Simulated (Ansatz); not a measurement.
Structure of amorphous Al32O42 (periodic cell):

```yaml
crystal:
  lattice:
    - [9.49761, 0.00000, 0.00000]
    - [0.00000, 9.49761, 0.00000]
    - [0.00000, 0.00000, 9.49761]
  atoms:
    - { symbol: Al, position: [0.77237, 0.81942, 0.88460] }
    - { symbol: Al, position: [0.44996, 0.19545, 0.84366] }
    - { symbol: Al, position: [0.30430, 0.52384, 0.02881] }
    - { symbol: Al, position: [0.81370, 0.11380, 0.32965] }
    - { symbol: Al, position: [0.54093, 0.31197, 0.15786] }
    - { symbol: Al, position: [0.27705, 0.30274, 0.27481] }
    - { symbol: Al, position: [0.51709, 0.57118, 0.76433] }
    - { symbol: Al, position: [0.79997, 0.42885, 0.85171] }
    - { symbol: Al, position: [0.09457, 0.80416, 0.79301] }
    - { symbol: Al, position: [0.27534, 0.84038, 0.09724] }
    - { symbol: Al, position: [0.79238, 0.38613, 0.11554] }
    - { symbol: Al, position: [0.61585, 0.91365, 0.64075] }
    - { symbol: Al, position: [0.87850, 0.12578, 0.74651] }
    - { symbol: Al, position: [0.75369, 0.41008, 0.56643] }
    - { symbol: Al, position: [0.30227, 0.83249, 0.47959] }
    - { symbol: Al, position: [0.64089, 0.61662, 0.04607] }
    - { symbol: Al, position: [0.14591, 0.21559, 0.97775] }
    - { symbol: Al, position: [0.20530, 0.09831, 0.67039] }
    - { symbol: Al, position: [0.09078, 0.71595, 0.26752] }
    - { symbol: Al, position: [0.09619, 0.06376, 0.28683] }
    - { symbol: Al, position: [0.89017, 0.83338, 0.48123] }
    - { symbol: Al, position: [0.46622, 0.55904, 0.43519] }
    - { symbol: Al, position: [0.58387, 0.02031, 0.10031] }
    - { symbol: Al, position: [0.01013, 0.30251, 0.51275] }
    - { symbol: Al, position: [0.06865, 0.60431, 0.58147] }
    - { symbol: Al, position: [0.58729, 0.84297, 0.34112] }
    - { symbol: Al, position: [0.77194, 0.57931, 0.29410] }
    - { symbol: Al, position: [0.06373, 0.46616, 0.81552] }
    - { symbol: Al, position: [0.91969, 0.00383, 0.03221] }
    - { symbol: Al, position: [0.33256, 0.38760, 0.60841] }
    - { symbol: Al, position: [0.38794, 0.88495, 0.79757] }
    - { symbol: Al, position: [0.39891, 0.09884, 0.43324] }
    - { symbol: O, position: [0.94409, 0.99449, 0.41212] }
    - { symbol: O, position: [0.44515, 0.90095, 0.13018] }
    - { symbol: O, position: [0.52428, 0.77341, 0.73758] }
    - { symbol: O, position: [0.43242, 0.73344, 0.38050] }
    - { symbol: O, position: [0.66031, 0.01329, 0.27697] }
    - { symbol: O, position: [0.17443, 0.40378, 0.95354] }
    - { symbol: O, position: [0.82167, 0.25261, 0.45691] }
    - { symbol: O, position: [0.33544, 0.19449, 0.57916] }
    - { symbol: O, position: [0.96280, 0.85124, 0.91973] }
    - { symbol: O, position: [0.51826, 0.17755, 0.01749] }
    - { symbol: O, position: [0.24218, 0.90447, 0.66262] }
    - { symbol: O, position: [0.45869, 0.59934, 0.94869] }
    - { symbol: O, position: [0.11851, 0.24830, 0.37182] }
    - { symbol: O, position: [0.65344, 0.71158, 0.21746] }
    - { symbol: O, position: [0.26088, 0.14702, 0.84453] }
    - { symbol: O, position: [0.21746, 0.65575, 0.13462] }
    - { symbol: O, position: [0.98366, 0.13415, 0.91038] }
    - { symbol: O, position: [0.93267, 0.10524, 0.18380] }
    - { symbol: O, position: [0.92937, 0.48285, 0.52358] }
    - { symbol: O, position: [0.73718, 0.96549, 0.00739] }
    - { symbol: O, position: [0.44580, 0.36523, 0.76884] }
    - { symbol: O, position: [0.37364, 0.40550, 0.14706] }
    - { symbol: O, position: [0.14442, 0.40753, 0.63492] }
    - { symbol: O, position: [0.14657, 0.62862, 0.76701] }
    - { symbol: O, position: [0.40664, 0.56705, 0.61355] }
    - { symbol: O, position: [0.11409, 0.88884, 0.18735] }
    - { symbol: O, position: [0.50182, 0.03083, 0.76961] }
    - { symbol: O, position: [0.16860, 0.69710, 0.44244] }
    - { symbol: O, position: [0.97997, 0.77130, 0.63234] }
    - { symbol: O, position: [0.44674, 0.20363, 0.29563] }
    - { symbol: O, position: [0.64929, 0.50699, 0.43301] }
    - { symbol: O, position: [0.69256, 0.52165, 0.71741] }
    - { symbol: O, position: [0.33921, 0.42342, 0.41504] }
    - { symbol: O, position: [0.70623, 0.82144, 0.49413] }
    - { symbol: O, position: [0.48879, 0.95434, 0.49975] }
    - { symbol: O, position: [0.77665, 0.27854, 0.72389] }
    - { symbol: O, position: [0.20194, 0.16632, 0.14491] }
    - { symbol: O, position: [0.03113, 0.14916, 0.63697] }
    - { symbol: O, position: [0.91700, 0.70385, 0.33567] }
    - { symbol: O, position: [0.24941, 0.85038, 0.91445] }
    - { symbol: O, position: [0.77810, 0.96462, 0.72809] }
    - { symbol: O, position: [0.24691, 0.99318, 0.39492] }
```

Method: PBE, scalar-relativistic without spin-orbit coupling (plane waves to 420 eV, PAW; Ansatz, a quantum-chemistry and plane-wave program). Neutral PBE cell, which sets geometry, pressure and energy: sampling: a 2×2×2 Γ-centred mesh; Fermi-Dirac width 0.1 eV; no spin polarisation. The usual formal charges leave 12 electrons over, so the level spacing at the Fermi energy parts defect or band states and needn't be the band gap.

A CHGNet melt-quench gave the starting glass, which DFT then relaxed. O atoms were pushed apart under 1.9 Å during the dynamics, to hinder bonds among them. The hot cell started wider than the set density and was brought back towards it in steps. It is the lowest in DFT energy of 2 quenches. It is a model cell: composition and starting density were chosen by hand, and all elements were melted together. No dispersion term was used. Its density started from a set value of 3.15 and ended at 2.98 g/cm³. The simulated quench (nominally 240 K/ps over its main leg) is rapid and tends to freeze in more defects than a deposited or slowly cooled glass has. One small periodic cell is one sample of the glass; other quenches scatter about these values. The volume was free in the relaxation, at fixed shape. Cycles of charging lowered its energy after that relaxation.

Q: Give the pressure, the energy against reference phases and the spacing of the highest filled and lowest empty levels.

A: 
| Quantity | Result |
|---|---|
| Pressure on a 2×2×2 Γ-centred mesh | 1.98 GPa |
| Largest force and stress component on that mesh (the relaxation ran on one k-point at (1/4, 1/4, 1/4)) | 0.04 eV/Å and 3.3 GPa |
| Energy relative to corundum + fcc Al (lowest mix at this level among the phases computed, not always the ambient ones) | 222 meV/atom |
| Level spacing at the Fermi energy on a 2×2×2 Γ-centred mesh (PBE) | 1.05 eV |
| Level spacing at the Fermi energy at the zone centre (PBE) | 1.14 eV |
| Distance between the nearest levels spread over more than a fifth of the atoms or a third of the atoms of their main element (six at least) (PBE, zone centre) | 1.75 eV |

Q: At PBE and the zone centre, how localised are the states just below and above the Fermi level (participation number: the atoms over which a state spreads)?

A: The highest filled state is spread over 7.9 atoms' worth, largest on Al11, with weights by element (charge in smoothed Voronoi cells) Al 0.74, O 0.26. The lowest empty state is spread over 52.2 atoms' worth, largest on Al19, with weights by element (charge in smoothed Voronoi cells) Al 0.51, O 0.49.

At PBE the levels at the filled edge of the gap are localised (band-tail or defect states), and the nearest spread-out levels lie 1.8 eV apart at the zone centre.

Bonds are counted up to Al-Al 2.66 Å, Al-O 2.24 Å, O-O 1.58 Å. Two cations that share two anions don't count as bonded, nor two that share one unless they lie closer than Al-Al 2.59 Å.

Added carriers, by PBE, scalar-relativistic without spin-orbit coupling on one k-point at (1/4, 1/4, 1/4). Charged cells keep the cell fixed and stand in a uniform background, with no image correction, at a width of 0.01 eV; where the count is odd the moment is locked at 1 μB, unless the neutral cell bore moments. Each starts from the undistorted neutral geometry alone. PBE's self-interaction favours spread-out carriers, so it can miss traps that a hybrid finds.

Q: What happens at PBE when the cell takes an extra electron and the atoms relax?

A: Relaxation lowers the charged cell by 0.46 eV. The largest moves are O43 0.27 Å, Al18 0.24 Å, Al9 0.19 Å, O67 0.17 Å. The level that holds the added charge spreads over 11.2 atoms' worth, most on Al9 (weight 0.21): a partly localised carrier. Bonds broken: Al15-O67. Made neutral again at that geometry, the cell lies +0.99 eV from the neutral start (a closed shell was imposed there, with levels 0.30 eV apart, so this is an upper bound).

Q: What happens at PBE when the cell takes a hole and the atoms relax?

A: Relaxation lowers the charged cell by 0.35 eV. The largest moves are O58 0.20 Å, Al16 0.18 Å, Al29 0.17 Å, O50 0.13 Å. The level that was emptied spreads over 7.8 atoms' worth, most on Al11 (weight 0.31): a partly localised carrier. Bonds formed: Al29-O58. Made neutral again at that geometry, the cell lies +0.31 eV from the neutral start.
